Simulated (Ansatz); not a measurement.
Functionals compared on the (100) surface of rock-salt TiC, V on all Ti sites of the second plane (bottom of the slab: a bare face, its two planes held), in Ansatz (plane waves, PAW). The structure was relaxed with PBE; the other rows are single points on it. Cutoff 420 eV.

Model: 12-atom slab, 10.7 Å thick at the start with caps and adatoms (thin: gaps and levels are the slab's own), 12x12x1 mesh, Fermi-Dirac 0.1 eV, dipole correction, 4 atoms held, the rest relaxed; symmetry of the start imposed; spin-polarised, no spin-orbit, no U. The starting moment vanished. In PBE it lies 0.08 eV a 1x1 cell over the lowest computed structure of the same composition (V on all Ti sites of the top plane). These notes are the PBE run's.

| functional | work function of the top face (eV) | magnetic moment of the cell (μB) | rough cost of the single point |
|---|---|---|---|
| PBE | 4.11 | 0.00 | – |
| RPBE | 3.94 | 0.00 | very roughly 50 core-seconds |

Ansatz is an electronic-structure program.
